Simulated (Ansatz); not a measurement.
Cells marked so need not be the phases stable at ambient conditions, and some may be hypothetical.

 Where the default PAW files enter, the runs use the earlier of Ansatz's two default sets.

The gap is the functional's own. No spin-orbit coupling. Mid-gap values are interpolated on the energy grid.

A. Sr$_{2}$H$_{3}$I (P-3m1, not sure to be the ambient phase, 6 atoms a cell, 19.1 Å³ an atom), along the normal of (100)
B. RbTl(SO4)2 (R32, not sure to be the ambient phase, 12 atoms a cell, 14.9 Å³ an atom), along the normal of (101)
C. LiBH4 (P6_3mc, not sure to be the ambient phase, 12 atoms a cell, 8.6 Å³ an atom), along the normal of (001)

Q: Order them by mid-gap decay constant of the slowest evanescent state (highest first) at the level r2SCAN run with Ansatz (a first-principles code).

A: C (0.52 1/Å), B (0.40 1/Å), A (0.20 1/Å)
